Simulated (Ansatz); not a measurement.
# WS2: band gap against strain

WS2 (2H layered, P6_3/mmc, 16.485 Å³/atom at rest, c along z) under a strain ε along c (axis z), the other axes held. PBEsol-D3(BJ) in Ansatz, a plane-wave DFT program (PAW, default set), 420 eV, 12×12×3 Γ-centred mesh, Fermi-Dirac smearing 0.05 eV; ions are relaxed within the symmetry of each cell. Gaps are the smallest over the k-mesh and a band path, without spin-orbit coupling; in all rows the valence edge lies at Γ and the conduction edge at about 0.7 Å⁻¹ from Γ.

Here s stands for strain and Eg for gap.

| strain (%) | gap (eV) |
|---|---|
| 0.00 | 0.65 |
| 0.60 | 0.69 |
| 1.20 | 0.73 |
| 1.80 | 0.77 |
| 3.00 | ? |

Task: Using a straight line, estimate the missing Eg at s = 3.00 from the other rows, showing the fit.

Result: Means: s 0.90000, Eg 0.710. About the means, the sum of products is 0.12000 and the sum of squares of s is 1.8000; the slope is their ratio. Least squares gives Eg = 0.650 + 0.0667·s. Residuals (row less fit): 0.000, 0.000, 0.000, 0.000; standard error 0.000 (degrees of freedom: 2). Over these rows the gap moves by 6.7 ± 0.2 eV per unit strain. At the withheld row, Eg = 0.650 + 0.0667 × 3.0 = 0.850 eV. The calculation gives 0.84 eV, 0.010 eV below the prediction (5.3 % of the range of Eg in the table). The row lies outside the fitted rows, so this is an extrapolation. The fitted rows scatter only by rounding.

Spin-orbit coupling is left out, which can shift this property for WS2. Rows are the converged runs of the series near zero and its far end; series whose fitted rows scatter by over a few per cent of the range, as at a crossing or softening among them, aren't shown in this form. Most that stay on the fit to the last digits aren't either.
